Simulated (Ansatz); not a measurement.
Li on the 1x1 (111) surface of fcc Ag, one in a 2x2 cell, energies for each (29.8 Å²). Energies are against an atom of bcc Li, without zero-point or thermal terms; each row is named by its start.

The numbers are results of PBE (plane waves to 420 eV, PAW; Ansatz, a program for electronic structure), not measurements.

Set-up: 17 atoms, 7.1 Å thick at the start under the adsorbate (thin: gaps and levels are the slab's own); mesh 6x6x1; 0.1 eV smearing; dipole correction on; 8 atoms held, the rest relaxed; each run with such symmetry as its start has; no spin, no spin-orbit, no U, no dispersion correction.

A negative adsorption energy means that the adsorbate is more stable on the surface than in its reference. Starts that drift may end in the same place. Heights count from the host atoms within 0.3 Å of the top one.

```
starting site                           E_ads (eV)  height (Å)  nearest host atom (Å)  bonded to  Δ work function (eV)  lateral drift (Å)
--------------------------------------  ----------  ----------  ---------------------  ---------  --------------------  -----------------
top Ag                                        0.01        2.05                Ag 2.38         Ag                 -2.36                0.0
hollow Ag-Ag-Ag over Ag at depth 2.4 Å       -0.20        1.99                Ag 2.65       3 Ag                 -2.21                0.0
hollow Ag-Ag-Ag over Ag at depth 4.7 Å       -0.20        1.99                Ag 2.65       3 Ag                 -2.20                0.0
bridge Ag-Ag (span 2.9 Å)                    -0.20        1.99                Ag 2.65       3 Ag                 -2.20                0.8
```
